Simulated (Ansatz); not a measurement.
Band structure of CoPdO2 (R-3m, 4 atoms in the cell).

```
CoPdO2
1.0
    1.40220     0.80956     5.83504
   -1.40220     0.80956     5.83504
    0.00000    -1.61912     5.83504
Co Pd O
1 1 2
Cartesian
  0.00000   0.00000   8.75256
  0.00000   0.00000   0.00000
  0.00000   0.00000  15.53625
  0.00000   0.00000   1.96887
```
Moments meant for the start (each program seeds them in its own way; μB, in the order of the atoms Co Pd O O): 3.0 0.0 0.0 0.0.

Method of the run: PBE, PAW files (plane waves; Ansatz, a quantum-chemistry and plane-wave program).

Settings: basis.ecutwfc = 30.9 Ry; kpoints.mp_grid.grid = 9 9 9; hamiltonian.xc = pbe; hamiltonian.pseudopotentials = {kind: paw} (an earlier, softer set of the program's PAW files); magnetization.spin_polarized = true; scf.occupations.method = gaussian; scf.occupations.width = 0.01 Ry; kpoints.band_path.path = [[0.0, 0.0, 0.0], [0.5, 0.0, 0.0], [0.5, 0.17949937, -0.17949937]]; kpoints.band_path.npoints = 8.

The starting cell comes from a database of computed structures (which also holds hypothetical and non-ambient phases and stackings), without a prior relaxation at this level. Its lattice was rescaled by a random factor within 2.5 % of one. The starting moments vanished: the run ended non-magnetic, which need not be the lowest state. The program warned that a starting moment was not kept.

Levels in eV from the Fermi level, bands 20 to 27 of the first spin channel:
```
point     20     21     22     23     24    25    26    27
-----  -----  -----  -----  -----  -----  ----  ----  ----
Γ      -2.02  -2.02  -1.73  -1.73  -1.22  2.04  2.04  2.97
L      -1.64  -1.25  -0.97  -0.62   0.67  1.28  1.59  3.24
B1     -2.30  -1.53  -1.35  -0.90   0.35  1.26  1.64  7.03
```

Bands cross the Fermi level along this path, so the cell is metallic at this level.

The net moment of the cell came out as 0.00 μB.

Keys are those of Ansatz 0.2.
